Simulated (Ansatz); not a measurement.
The parent structure is MoS$_{2}$ in the 3R-MoS2 type structure (space group R3m, No. 160; layered, stacked along the Cartesian z axis).

```
MoS2
1.0
    1.58761     0.91661     6.19494
   -1.58761     0.91661     6.19494
    0.00000    -1.83321     6.19494
Mo S
1 2
Cartesian
  0.00000   0.00000   0.00009
  0.00000   0.00000  13.94411
  0.00000   0.00000  10.83494
```

Cartesian axes are those of the cell as printed.

Method: r2SCAN+rVV10 (Ansatz, a first-principles code; PAW; 500 eV plane waves; without spin-orbit coupling).

Base values:

- Pressure = -0.01 GPa
- Smallest direct gap = 1.79 eV

Modification: the cell is compressed by 5.94 % along x with no lateral relaxation, atoms relaxed at fixed cell.

Q: Predict the new pressure.

A: The pressure (mean of the normal stresses, compression positive) grows by 7.383 GPa, from -0.01 GPa to 7.38 GPa.

Q: How does this affect the energy relative to the base?

A: The energy goes up by 54 meV/atom.

Q: Predict the new smallest direct gap.

A: The smallest direct gap grows by 0.35 eV (1.79 eV → 2.14 eV).

The cells carry an imposed strain or load. No phonon test of stability was made.
